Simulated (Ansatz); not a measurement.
# How far to go with the k-point mesh: a (111) slab of TaTi (cut from a parent of space group no. 65; 8 atoms in the cell)

```
CELL_PARAMETERS angstrom
      2.80455     0.00000     0.00000
      1.88243     5.36073     0.00000
      0.00000     0.00000    20.90831
ATOMIC_POSITIONS crystal
  Ta 0.97058 0.02354 0.33480
  Ta 0.46323 0.77943 0.44493
  Ta 0.95588 0.53532 0.55507
  Ta 0.44852 0.29120 0.66521
  Ti 0.97058 0.52354 0.33480
  Ti 0.46323 0.27943 0.44493
  Ti 0.95588 0.03532 0.55507
  Ti 0.44852 0.79120 0.66521
```

Method: LDA (PW92), default PAW files made with PBE (plane waves; Ansatz, a program for electronic structure).

Base settings: basis.ecutwfc = 30.9 Ry; kpoints.mp_grid.grid = 7 3 1; hamiltonian.xc = lda; hamiltonian.pseudopotentials = {kind: paw} (the program's default PAW files); scf.occupations.method = fermi_dirac; scf.occupations.width = 0.0073 Ry.

Only quantities that move along the ladder and can be compared are tabulated.

The count of work is k-points × plane waves × bands × iterations; it is no time. Core times come from one kind of shared machine, to one figure; runs under 30 s give none.

The starting cell comes from a database of computed structures (which also holds hypothetical and non-ambient phases and stackings), without a prior relaxation at this level. The slab is cut from that crystal, and its faces are unrelaxed. Its lattice was rescaled by up to half a per cent. Spin polarisation is off. In the base run, forces exceed 1 eV/Å. Without a gap this mesh is coarse (it stands for a supercell whose shortest in-plane vector is 17 Å).

Steps (kpoints.mp_grid.grid): 2 1 1; 3 2 1; 4 2 1; 5 3 1; 6 3 1; 7 3 1; 7 4 1; 8 4 1; 9 5 1; 11 5 1; 12 6 1; 14 7 1; 17 9 1; 20 10 1; 23 12 1; 27 14 1; 32 16 1.

Task: What is the coarsest kpoints.mp_grid.grid that holds the free energy within 2 meV/atom of the last step, with all finer ones?

Result: 9 5 1, at 0.089 of the last step's count of work; the step before is off by 3.4 meV/atom.

Task: What is the coarsest kpoints.mp_grid.grid that holds the forces within 0.02 eV/Å of the last step, with all finer ones?

Result: 9 5 1, at 0.089 of the last step's count of work; the step before is off by 0.024 eV/Å.

```csv
kpoints.mp_grid.grid,free energy less the last step's (meV/atom),largest difference of a force vector from the last step's (eV/Å),count of work / last,core time / last (rough)
2 1 1,-890.06,1.137,0.0086,–
3 2 1,-48.35,0.097,0.014,–
4 2 1,-4.76,0.111,0.021,–
5 3 1,-0.48,0.083,0.028,–
6 3 1,13.08,0.109,0.039,–
7 3 1,6.08,0.044,0.038,–
7 4 1,2.50,0.040,0.058,–
8 4 1,-3.43,0.024,0.062,–
9 5 1,-0.56,0.015,0.089,–
11 5 1,-0.02,0.012,0.096,0.2
12 6 1,-0.24,0.009,0.13,0.3
14 7 1,-0.04,0.005,0.19,0.4
17 9 1,0.05,0.001,0.30,0.5
20 10 1,0.03,0.001,0.40,0.6
23 12 1,0.01,0.000,0.54,0.8
27 14 1,0.01,0.000,0.74,1
32 16 1,0.00,0.000,1.0,1
```

Keys are those of Ansatz 0.2.
